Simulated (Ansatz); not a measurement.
A user runs Ansatz (a program for electronic structure) on C (P6_3/mmc, 4 atoms in the cell) and asks whether the run is sound. The aim is a self-consistent single point with DFT, PBE, plane waves, PAW files.

Cell that was meant: a = 2.4939 Å, b = 2.4939 Å, c = 7.8873 Å, α = 90.00°, β = 90.00°, γ = 120.00°.

Part of the input:

```yaml
# C
crystal:
  lattice:
    - [1.31973500, 0.00000000, 0.00000000]
    - [-0.65986700, 1.14292400, 0.00000000]
    - [0.00000000, 0.00000000, 4.17380200]
  atoms:
    - { symbol: C, position: [0.00000000, 0.00000000, 0.25000000] }
    - { symbol: C, position: [0.00000000, 0.00000000, 0.75000000] }
```

Output (repeated stretches shortened):

```
   [... lines left out ...]
Bands: 12, of which v1, the nominal top of the filled ones, is band 8 counted from 1 (7 counted from 0)
Symmetry: 24 space group operations
Space group: P63/mmc (ITA 194), of the structure as read, at distance tolerance 1.8e-5 Å
k-points: 28 of 300
Initial density: superposition of atomic densities (chi_scale 0.1, normalization cell)
Initial wavefunctions: pseudopotential atomic-orbital guess
Eigensolver: davidson
Functional: x = pbe(κ = 0.804, μ = 0.2195149727645171), c = pbe(β = 0.06672455060314922)
SCF iter   1: F=—  HF=-799.006584 eV  |F-HF|=—  |Δ(HF+E_count)|=         —  Δρ=1.50e0  dr2=1.04e2  ethr=3.10e-3  ⟨swp⟩=8.2  Hψ=2982  notcnv=0
all-band conjugate gradients solve this SCF's bands
preconditioner: auto → none
SCF iter   2: F=—  HF=-752.904793 eV  |F-HF|=—  |Δ(HF+E_count)|=    4.61e1  S|Δr|=  4.53e-11  Δρ=2.89e-1  dr2=3.73e0  ethr=3.10e-3  ⟨swp⟩=5.9  Hψ=1608  notcnv=0
   [... lines left out ...]
SCF iter   5: F=—  HF=-752.378061 eV  |F-HF|=—  |Δ(HF+E_count)|=   1.98e-3  S|Δr|=    0.00e0  Δρ=1.70e-3  dr2=7.55e-5  ethr=3.75e-5  ⟨swp⟩=2.7  Hψ=603  notcnv=0  defer=8
SCF iter   6: F=—  HF=-752.377696 eV  |F-HF|=—  |Δ(HF+E_count)|=   3.64e-4  S|Δr|=    0.00e0  Δρ=3.78e-4  dr2=5.84e-6  ethr=4.72e-7  ⟨swp⟩=2.6  Hψ=549  notcnv=0  defer=8
SCF iter   7: F=-752.377695 eV  HF=-752.377695 eV  |F-HF|=3.92e-9  |Δ(HF+E_count)|=   1.25e-6  S|Δr|=    0.00e0  Δρ=2.21e-5  dr2=7.81e-9  ethr=6.25e-10  ⟨swp⟩=10.2  Hψ=3177  notcnv=0
SCF 1 converged in 7 iterations: F = -752.377695 eV  dr2 = 7.81e-9
Stability not checked (fill_not_monotonic)
Free energy (F): -752.377695 eV
Internal energy: -752.378237 eV  (E = F + TS)
E sigma→0 (E₀):  -752.377876 eV
Entropy (-TS):   0.000542 eV (0.135 meV/atom)
Fermi energy:    46.437088 eV
--- Forces (eV/Å), atoms counted from 1 ---
  atom   1  C     -0.00000000     0.00000000    -0.00000000
   [... zero for the other atoms too ...]
--- Stress (GPa, compression-positive) ---
    13790.174245       0.000000      -0.000000
       -0.000000   13790.174245      -0.000000
       -0.000000      -0.000000     429.259980
  P = ⅓ Tr σ = 9336.5362 GPa (93365.362 kbar)
  The stress holds the Pulay correction. Without it, at fixed plane waves, as pw.x and ABINIT print it: P = 9327.1269 GPa
```

### Question
Is anything amiss in this input, and did it matter?

### Answer
The run is not sound. The fault is this: lattice multiplied by the bohr radius once too often. Bohr and ångström differ by a factor of 1.89; the cell that the program reads is then far too large or far too small. To fix it, give the lengths in the unit that the key or card expects. The run converged in 7 iterations without an error; against the sound input the free energy rises by 62.8 eV/atom and the pressure goes from -7.34 to 9337 GPa.

An input that runs soundly differs in these lines (not the only fix; some lines may just follow from the change or write a value another way):
```diff
-    - [1.31973500, 0.00000000, 0.00000000]
-    - [-0.65986700, 1.14292400, 0.00000000]
-    - [0.00000000, 0.00000000, 4.17380200]
+    - [2.49393700, 0.00000000, 0.00000000]
+    - [-1.24696800, 2.15981300, 0.00000000]
+    - [0.00000000, 0.00000000, 7.88734300]
```

With that input, the run converged in 6 iterations: free energy E − TS (on the zero of these files) -1003.7474 eV; pressure -7.34 GPa (DFT, PBE, plane waves, PAW files).

On the sound input: the starting cell comes from a database of computed structures (which also holds hypothetical and non-ambient phases and stackings), without a prior relaxation at this level. Its lattice was rescaled by a random factor within 2.5 % of one. With a pressure of about -7 GPa the cell is away from its equilibrium volume at this level. Ansatz's pressure includes its estimate of the finite-basis (Pulay) stress.
